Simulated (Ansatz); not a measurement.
Base system: HfO2 (space group Pca2_1, No. 29).

```yaml
crystal:
  lattice:
    - [5.29439, 0.00000, 0.00000]
    - [0.00000, 5.06979, 0.00000]
    - [0.00000, 0.00000, 5.10183]
  atoms:
    - { symbol: Hf, position: [0.03259, 0.26630, 0.24967] }
    - { symbol: Hf, position: [0.96741, 0.73370, 0.74967] }
    - { symbol: Hf, position: [0.53259, 0.73370, 0.24967] }
    - { symbol: Hf, position: [0.46741, 0.26630, 0.74967] }
    - { symbol: O, position: [0.36542, 0.06761, 0.10651] }
    - { symbol: O, position: [0.63458, 0.93239, 0.60651] }
    - { symbol: O, position: [0.86542, 0.93239, 0.10651] }
    - { symbol: O, position: [0.13458, 0.06761, 0.60651] }
    - { symbol: O, position: [0.22922, 0.53720, 0.99983] }
    - { symbol: O, position: [0.77078, 0.46280, 0.49983] }
    - { symbol: O, position: [0.72922, 0.46280, 0.99983] }
    - { symbol: O, position: [0.27078, 0.53720, 0.49983] }
```

Cartesian axes are those of the cell as printed.

All numbers come from DFT with PBE, PAW potentials and a 420 eV plane-wave cutoff in Ansatz (a quantum-chemistry and plane-wave program), no SOC, earlier PAW set.

Before the change:

The smallest direct gap is 4.59 eV.

It is then changed as follows: biaxial strain −1.20 %, plane normal [001], relaxed out of plane (Cartesian); in-plane vectors clamped, the third vector and the atoms free.

Task: Predict the new smallest direct gap.

Result: The smallest direct gap shrinks by 0.05 eV (4.59 eV → 4.54 eV).

Task: What does the calculation give for the ratio −ε⊥/ε∥ after the change?

Result: The ratio −ε⊥/ε∥ comes out as 0.61.

With Hf present, leaving out spin-orbit coupling can change the band edges. No phonon test of stability was made. This is not the structure that HfO2 has at room temperature and ambient pressure.
